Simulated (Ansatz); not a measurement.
# 1T (CdI2-type) GeI₂ (model structure)

Method: PBEsol (Ansatz, a program for electronic structure, PAW).

Cell: relaxed at this level.

```
Property                        Value
-------------------------  ----------
interlayer binding energy  2.6 meV/Å²
layer repeat distance         6.905 Å
gap between the layers        3.443 Å
```

Note: the relaxation could raise the start's symmetry but not lower it, so the cell can be a saddle point; the cell has widely spaced layers and the level no dispersion term, so their spacing and the moduli can rest on weak binding.

Spin–orbit coupling is not included.

Static lattice: no zero-point or thermal effects.

A model structure was made by putting elements into a prototype or built by hand; it is no filed structure, need not be a known phase, and can be a saddle point held by its symmetry.
